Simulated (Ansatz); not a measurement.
We consider CsCl-type TiCo, described by PBE (Ansatz, a first-principles code, plane waves, PAW).

Numerical settings: plane-wave cutoff 520 eV, 16×16×16 k mesh, Fermi–Dirac smearing 0.1 eV, perturbation theory, no spin polarisation, scalar-relativistic PAW data made under PBE.

Cell (relaxed at this level):

```cif
data_CoTi
_chemical_formula_sum 'Ti1 Co1'
_space_group_name_H-M_alt 'Pm-3m'
_space_group_IT_number 221
_space_group_name_Hall '-P 4 2 3'
_cell_length_a 2.97187
_cell_length_b 2.97187
_cell_length_c 2.97187
_cell_angle_alpha 90.000
_cell_angle_beta 90.000
_cell_angle_gamma 90.000
loop_
_atom_site_label
_atom_site_type_symbol
_atom_site_symmetry_multiplicity
_atom_site_Wyckoff_symbol
_atom_site_fract_x
_atom_site_fract_y
_atom_site_fract_z
_atom_site_occupancy
Ti1 Ti 1 a 0.00000 0.00000 0.00000 1
Co1 Co 1 b 0.50000 0.50000 0.50000 1
```

### Question
Predict the TO(Γ) frequency.

### Answer

* **TO(Γ) frequency**: 215 cm⁻¹
